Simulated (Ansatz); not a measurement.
Take C in the diamond structure (space group Fd-3m, No. 227) as the base.

```
CELL_PARAMETERS angstrom
      0.00000     1.76587     1.76587
      1.76587     0.00000     1.76587
      1.76587     1.76587     0.00000
ATOMIC_POSITIONS crystal
  C  0.00000 0.00000 0.00000
  C  0.25000 0.25000 0.25000
```

Cartesian axes are those of the cell as printed.

Calculations: LDA/PAW in Ansatz (a quantum-chemistry and plane-wave program), no SOC.

Base values:

```
Quantity                            Result
---------------------  -------------------
Band gap                           4.17 eV
Valence-band top at Γ  0.00, 0.00, 0.00 eV
Smallest direct gap                5.62 eV
```

Now apply this change: uniaxial strain ε_zz = +1.50 %, all other strain components held at zero, atoms relaxed at fixed cell.

Task: What happens to the band gap?

Result: The band gap decreases by 0.228 eV, from 4.17 eV to 3.95 eV.

Task: Estimate the effect on the valence-band top at Γ.

Result: The valence-band top at Γ (three highest levels, from the VBM) goes from 0.00, 0.00, 0.00 eV to 0.00, 0.00, -0.23 eV.

Task: What happens to the energy relative to the base?

Result: The energy rises by 4.3 meV/atom.

Task: Predict the new smallest direct gap.

Result: The smallest direct gap falls by 0.178 eV (5.62 eV → 5.45 eV).

Stability against distortions was not tested.
